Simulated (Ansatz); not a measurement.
The starting structures come from a database of crystals and need not be the phases stable at ambient conditions.

 Where the default PAW files enter, the runs use the earlier of Ansatz's two default sets.

The decay constant κ of evanescent states in the gap governs leakage through a thin film.

Data:

```
Li2O5Si2
1.0
    4.76948     0.00000     0.00000
    0.00000     7.85955     0.00000
    0.00000     2.13326     5.38350
Li Si O
4 4 10
Direct
  0.40547   0.88564   0.90586
  0.40547   0.11436   0.09414
  0.90547   0.88564   0.20850
  0.90547   0.11436   0.79150
  0.90542   0.70486   0.80326
  0.90542   0.29514   0.19674
  0.40542   0.70486   0.49188
  0.40542   0.29514   0.50812
  0.50202   0.85820   0.23913
  0.50202   0.14180   0.76087
  0.00202   0.85820   0.90267
  0.00202   0.14180   0.09733
  0.46364   0.50000   0.50000
  0.96364   0.50000   0.00000
  0.06894   0.27478   0.45731
  0.06894   0.72522   0.54269
  0.56894   0.27478   0.26791
  0.56894   0.72522   0.73209
```

Space group of this cell: Ccc2. The cell is taken as given; by PBEsol its mean pressure is 2.2 GPa.

Transport runs along the normal of the first two printed cell vectors.

The gap is the functional's own, uncorrected, and κ follows it; spin-orbit coupling is left out. Mid-gap values are interpolated between the computed energies.

**Question.** Give the band gap and the smallest decay constant κ at mid-gap that PBEsol in Ansatz (a program for electronic structure) yields.

**Answer.** Gap 5.30 eV on a 6×6×6 mesh; κ = 0.479 1/Å, at the zone centre.
